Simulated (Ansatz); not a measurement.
The starting structures come from a database of crystals and need not be the phases stable at ambient conditions.

By PBEsol, the system below comes out a metal.

Without scattering a metal conducts by its projected Fermi surface.

Given:

```xyz
3
Lattice="2.9986 0.0000 0.0000 0.0000 3.3323 0.0000 1.4993 0.0000 2.5968" Properties=species:S:1:pos:R:3 pbc="T T T"
W      0.0000     0.0000     0.0000
B      1.4993     1.6661     0.8656
B      2.9986     1.6661     1.7312
```

Space group of this cell: P6/mmm. The cell was relaxed by PBE-D3(BJ); by PBEsol its mean pressure is 1.2 GPa.

The current flows along the normal of the first two printed cell vectors, the (100) plane of the conventional cell. No spin-orbit coupling; the value is a mean over 0.1 eV about the Fermi level.

Q: Predict the ballistic conductance per area from PBEsol (Ansatz, a first-principles code).

A: 1.5 × 10¹⁵ S/m² for both spins.
